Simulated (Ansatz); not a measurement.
For SrTiO₃ (I4/mcm, No. 140, 10 atoms in the cell; start mp-4651), LDA (Ansatz, a program for electronic structure, plane waves, PAW) gives:

```
Item                                   Value
------------------------------  ------------
equilibrium lattice constant a       5.432 Å
c axis length                        7.743 Å
cohesive energy                 7.51 eV/atom
band gap                             2.01 eV
```

What does r²SCAN (PAW; Ansatz) give for the same quantities?


- lattice constant a: 5.519 Å (rises by 1.6 %)
- lattice parameter c: 7.829 Å (rises by 1.1 %)
- cohesive energy: 6.45 eV/atom (shrinks by 1.06 eV/atom)
- band gap: 2.32 eV (rises by 0.31 eV)

Changes are worked out from the printed values.

Unless a cell is named, each level is at its own relaxed cell (LDA 11.42, r²SCAN 11.92 Å³/atom).

Levels without +SOC have no spin–orbit coupling; where heavier elements are present it shifts gaps, mostly down, and can invert bands. Density-functional gaps are differences of (generalised) Kohn–Sham levels.

Caveats: the relaxation could not lower the start's symmetry, so the cell can be a saddle point above a distorted one (LDA, r²SCAN). Ansatz's density-functional and Hartree–Fock values are scalar-relativistic unless marked +SOC, with PAW data made under PBE.

A start named mp-… is a Materials Project structure, which need not be a measured phase.
